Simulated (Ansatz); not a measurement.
Consider AlPt₃ (space group I4/mcm, No. 140; a = 5.455 Å, c = 7.828 Å; a cell from a computed database, its experimental status unchecked).

Perturbation: Hg takes the place of Pt on all its sites; the structure is relaxed again.

Levels (all Ansatz, an electronic-structure program, PAW): PBEsol (420 eV, no SOC); PBEsol+SOC (420 eV, noncollinear with spin-orbit coupling).

The geometry is relaxed with PBEsol.

```
Quantity           Value
---------------  -------
PBEsol pressure  0.0 GPa
```

With PBEsol+SOC at the same geometry, the pressure goes from zero to -1.3 GPa.

Single points use the geometry relaxed with PBEsol. The spin-orbit shifts are approximate. Whether these cells are dynamically stable was not tested. As relaxed here, AlHg3 is a hypothetical phase, not in the database extracts checked. The runs without spin-orbit coupling are not spin-polarised.
